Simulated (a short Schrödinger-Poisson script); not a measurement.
Stack: symmetric double-gate stack, Al2O3 on p-type Si(100), at 77 K.

```csv
layer,material,thickness (nm),Na (cm⁻³)
1,Al2O3,6.8,-
2,Si,14,2e17
3,Al2O3,6.8,-
```

Constants are typed, rounded textbook-type inputs, not results; the design itself was drawn at random and stands for no fabricated device. Al2O3: permittivity 9, conduction-band edge (eV) 2.7, gap (eV) 6.8, electron mass (mₑ) 0.3. Si: permittivity 11.7, conduction-band edge (eV) 0, gap (eV) 1.124, Nv at 300 K (cm⁻³) 3.1e19.

Channel valleys (confinement mass, in-plane density-of-states mass, number): Δ2 0.916, 0.19, 2; Δ4 0.19, 0.417, 4. At the gates, both at one voltage, the conduction-band edge of layer 1 lies 3.04 eV − eVg above the Fermi level of the channel. Gaps are held at their typed values at every temperature. Mesh 0.03 nm at interfaces.

From a short Schrödinger-Poisson script (our own, NumPy): 1D Poisson equation in equilibrium, electrons quantum, Hartree (BenDaniel-Duke, 12 states a valley, the channel's in-plane mass for all, wave functions ending at the dielectric), parabolic valleys, classical holes, full ionisation, no traps, pinning or gate leakage.

The same stack at other levels of the model or other numerical settings:

```
run                                          sheet density of all electrons at Vg = 1.8 V (cm⁻²)  sheet density of all electrons at Vg = 0.6 V (cm⁻²)  capacitance of both gates at Vg = 1.8 V (μF/cm²)  rough cost against the base
-------------------------------------------  ---------------------------------------------------  ---------------------------------------------------  ------------------------------------------------  ---------------------------
base                                                                                     1.76e13                                              2.65e12                                              2.05                      about 1
electrons treated as classical, Boltzmann                                                2.05e13                                                  [?]                                              2.32                         0.03
electrons treated as classical, Fermi-Dirac                                              1.95e13                                                  [?]                                               [?]                          0.1
mesh six times as coarse                                                                 1.76e13                                              2.65e12                                              2.05                          0.3
```

Problem. What belongs in the gaps?

Solution. 
- electrons treated as classical, Boltzmann, sheet density of all electrons at Vg = 0.6 V (cm⁻²): 3.29e12
- electrons treated as classical, Fermi-Dirac, sheet density of all electrons at Vg = 0.6 V (cm⁻²): 3.19e12
- electrons treated as classical, Fermi-Dirac, capacitance of both gates at Vg = 1.8 V (μF/cm²): 2.20

The classical rows ignore confinement, and Boltzmann statistics overrate the density once the band edge passes the Fermi level.
